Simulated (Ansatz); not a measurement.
Hypothetical P6_3/mmc PtSe2 under a change: Se → S

The reference is PtSe2 in the 2H-MoS2 type structure (space group P6_3/mmc, No. 194; a = 3.505 Å, c = 10.737 Å; a hypothetical phase, not in the database extracts checked; layered, stacked along the Cartesian z axis).

One thing is altered: S takes the place of Se on all its sites; the structure is relaxed again.

Method: PBEsol-D3(BJ) in Ansatz (plane waves to 420 eV, PAW, spin-orbit coupling left out), earlier PAW set. k-mesh 16×16×5 (Γ-centred); smearing 0.05 eV (Fermi–Dirac), for the changed cell.

```csv
quantity,base,changed,shift
volume per atom,19.04 Å³,16.40 Å³,-2.632 Å³
density,10.26 g/cm³,8.75 g/cm³,-1.518 g/cm³
c/a ratio,3.064,3.015,-0.049
space group,P6_3/mmc (No. 194),P6_3/mmc (No. 194),–
shortest interatomic distance,2.536 Å,2.422 Å,-0.114 Å
band gap,zero,zero,–
```

Final structure:

```xyz
6
Lattice="3.3530 0.0000 0.0000 -1.6765 2.9038 0.0000 0.0000 0.0000 10.1086" Properties=species:S:1:pos:R:3 pbc="T T T"
Pt     0.0000     1.9358     7.5814
Pt     1.6765     0.9679     2.5271
S      0.0000     1.9358     1.0712
S      1.6765     0.9679     6.1255
S      1.6765     0.9679     9.0374
S      0.0000     1.9358     3.9831
```

Cost of the whole job for the changed cell (relaxation, final SCF and bands): roughly 2.1 core-minutes.

Whether these cells are dynamically stable was not tested. As relaxed here, PtS2 is a hypothetical phase, not in the database extracts checked. The final runs are not spin-polarised. PtS2 and PtSe2 have a high density of states at the Fermi level and may be magnetic at this level.

Ansatz is a program for electronic structure.
